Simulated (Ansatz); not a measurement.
Take La₂O₃ (space group P-3m1, No. 164) as the base.

```yaml
crystal:
  lattice:
    - [3.94027, 0.00000, 0.00000]
    - [-1.97014, 3.41238, 0.00000]
    - [0.00000, 0.00000, 6.18799]
  atoms:
    - { symbol: La, position: [0.33333, 0.66667, 0.24739] }
    - { symbol: La, position: [0.66667, 0.33333, 0.75261] }
    - { symbol: O, position: [0.00000, 0.00000, 0.00000] }
    - { symbol: O, position: [0.33333, 0.66667, 0.64528] }
    - { symbol: O, position: [0.66667, 0.33333, 0.35472] }
```

Levels (all Ansatz, an electronic-structure program, PAW): PBE (420 eV, no spin-orbit coupling); r2SCAN (500 eV, no spin-orbit coupling).

The geometry is relaxed with PBE.

| Property | Result |
|---|---|
| PBE band gap | 3.83 eV |
| PBE smallest direct gap | 3.96 eV |
| PBE pressure | 0.01 GPa |
| PBE width of the top valence band | 0.36 eV |

Predict the band gap, smallest direct gap, pressure and width of the top valence band from r2SCAN.

The band gap goes up by 0.394 eV, from 3.83 eV to 4.23 eV; the smallest direct gap increases by 0.38 eV (3.96 eV → 4.34 eV); the pressure drops by 1.31 GPa (0.01 GPa → -1.30 GPa); the width of the top valence band hardly moves (0.36 eV against 0.37 eV).

Single points use the geometry relaxed with PBE. Their cutoffs differ, which shifts pressures a little. No phonon test of stability was made.
